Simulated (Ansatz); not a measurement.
AuSb2 under a change: pressure 5 GPa

The parent structure is AuSb2 (space group Pa-3, No. 205; a = 6.6744 Å).

Perturbation: a hydrostatic pressure of 5 GPa.

Calculations: DFT with PBEsol, PAW potentials and a 420 eV plane-wave cutoff in Ansatz (a program for electronic structure), scalar-relativistic without spin-orbit coupling. k-mesh 6×6×6 (Γ-centred); smearing 0.05 eV (Fermi–Dirac).

Volume per atom: 23.55 Å³ (base 24.78 Å³)
Lattice parameter a: 6.562 Å (base 6.674 Å)
Shortest interatomic distance: 2.719 Å (base 2.767 Å)
Enthalpy H = E + PV relative to the base's energy: +0.75 eV/atom
Band gap: zero (base zero)

Final structure:

```xyz
12
Lattice="6.5622 0.0000 0.0000 0.0000 6.5622 0.0000 0.0000 0.0000 6.5622" Properties=species:S:1:pos:R:3 pbc="T T T"
Sb     2.4565     0.8246     5.7376
Sb     4.1057     5.7376     0.8246
Sb     0.8246     5.7376     2.4565
Sb     5.7376     0.8246     4.1057
Sb     5.7376     2.4565     0.8246
Sb     0.8246     4.1057     5.7376
Sb     4.1057     4.1057     4.1057
Sb     2.4565     2.4565     2.4565
Au     0.0000     3.2811     3.2811
Au     3.2811     3.2811     0.0000
Au     3.2811     0.0000     3.2811
Au     0.0000     0.0000     0.0000
```

Cost of the whole job for the changed cell (relaxation, final SCF and bands): about 5 core-minutes (a rough figure).

Load acts through the strain it causes; cell and atoms are relaxed under it. Stability against distortions was not tested. No other phases were tried under pressure. All final runs are without spin polarisation.
